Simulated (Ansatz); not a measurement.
## Response to strain in Si

Take Si in the diamond structure (space group Fd-3m, No. 227; a = 5.434 Å) as the base. Axes: x, y, z lie along the cube axes.

Strains are applied to the cell and any free atomic positions relax; under biaxial strain the out-of-plane vector relaxes too.

Method: DFT with PBEsol, PAW potentials and a 420 eV plane-wave cutoff in Ansatz (a first-principles code), no spin-orbit coupling.

Notes on the quantities. energy relative to the base: free energy F.

| biaxial strain, plane normal [111], relaxed out of plane (%) | energy relative to the base (meV/atom) |
|---|---|
| -2.5 | 17.5 |
| -2.08 | 12.0 |
| -1.67 | ? |
| -1.25 | 4.3 |
| -0.83 | 1.9 |
| -0.42 | 0.5 |
| 0 | 0.0 |

### Question
Fit ΔE = Aε² + Bε³ (ε in %) to the rows shown and predict the withheld row.

### Answer
Least squares on the printed values gives A = 2.69 and B = -0.042 meV/atom (largest residual 0.0 meV/atom); this predicts 7.7 meV/atom, and the run gives 7.7 meV/atom, in agreement.

Whether these cells are dynamically stable was not tested.
